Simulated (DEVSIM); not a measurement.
Structure: Ru/AlN/p-Ge capacitor, at 250 K.

Layer 1 from the left is AlN, thickness (nm) 8.70. Layer 2 from the left is Ge, thickness (nm) 4000, Na (cm⁻³) 2.2e16.

Metal gate on the left, work function 4.7 eV. Fixed charge at the semiconductor interface 0 cm⁻² (in units of +e); interface traps 9.1e11 cm⁻² eV⁻¹, uniform in energy, neutral level at 0.7 of the gap above the valence band.

This is a model device: material constants are rounded textbook-type values typed into the input, and sizes, dopings and lifetimes were drawn at random. Values at 300 K; Nc and Nv go as T^1.5, mobilities as T to minus their exponent, the gap by Varshni's rule with the affinity fixed.

AlN: gap (eV) 6.1, affinity (eV) 1.9, permittivity 8.5. Ge: gap (eV) 0.664, affinity (eV) 4, permittivity 16, Nc (cm⁻³) 1.04e19, Nv (cm⁻³) 6e18, Varshni α (eV/K) 0.000477, Varshni β (K) 235.

Model (solved in DEVSIM): 1D Poisson equation in equilibrium, Boltzmann statistics, complete ionisation; no quantum confinement or tunnelling. Metal contacts follow the ideal Schottky-Mott rule: no Fermi-level pinning, no interface dipoles.

### Question
What does the simulation give for the minimum of the low-frequency capacitance, the threshold voltage (band bending 2φF), the flat-band voltage?

### Answer
minimum of the low-frequency capacitance 0.184 μF/cm²; threshold voltage (band bending 2φF) 0.66 V; flat-band voltage 0.07 V.
